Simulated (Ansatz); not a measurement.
For InP (model structure, from the NiAs type, P6₃/mmc, No. 194), PBE-D3(BJ) (PAW; Ansatz, a quantum-chemistry and plane-wave program) gives:

```
Property              Result
-------------------  -------
lattice constant a   3.822 Å
lattice parameter c  6.565 Å
```

Question: What does r²SCAN+rVV10 (Ansatz, plane waves, PAW) give for the same quantities?

Answer: 
- lattice constant a: 3.838 Å (goes up by 0.4 %)
- lattice parameter c: 6.536 Å (shrinks by 0.4 %)

Changes are worked out from the printed values.

Unless a cell is named, each level is at its own relaxed cell (PBE-D3(BJ) 20.76, r²SCAN+rVV10 20.84 Å³/atom).

Ansatz's density-functional and Hartree–Fock values are scalar-relativistic unless marked +SOC, with PAW data made under PBE.

A model structure was made by putting elements into a prototype or built by hand; it is no filed structure, need not be a known phase, and can be a saddle point held by its symmetry.
